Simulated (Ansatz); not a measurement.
The parent structure is GaAs in the zinc blende structure (space group F-43m, No. 216; a = 5.6594 Å). Axes: x, y, z lie along the cube axes.

It is then changed as follows: uniaxial strain ε_xx = −1.97 %, all other strain components held at zero, atoms relaxed at fixed cell.

Levels (all Ansatz, an electronic-structure program, PAW, earlier PAW set): PBEsol (420 eV, no spin-orbit coupling); HSE06+SOC (420 eV, spin-orbit coupling included).

The geometry is relaxed with PBEsol.

* **PBEsol lowest conduction level above the VBM at special points**: Γ 0.49 eV; N 0.90 eV; M 1.17 eV
* **PBEsol valence-band top at Γ**: 0.00, -0.11, -0.11 eV

With HSE06+SOC at the same geometry, the lowest conduction level above the VBM at special points becomes Γ 1.39 eV; N 1.64 eV; M 1.78 eV (PBEsol: Γ 0.49 eV; N 0.90 eV; M 1.17 eV); the valence-band top at Γ (three highest Kramers pairs, from the VBM) goes from 0.00, -0.11, -0.11 eV to 0.00, -0.09, -0.42 eV.

Single points use the geometry relaxed with PBEsol. The spin-orbit shifts are approximate. The levels and masses belong to the bands next to the band gap. Whether these cells are dynamically stable was not tested. k-point labels follow each cell's own Brillouin zone.
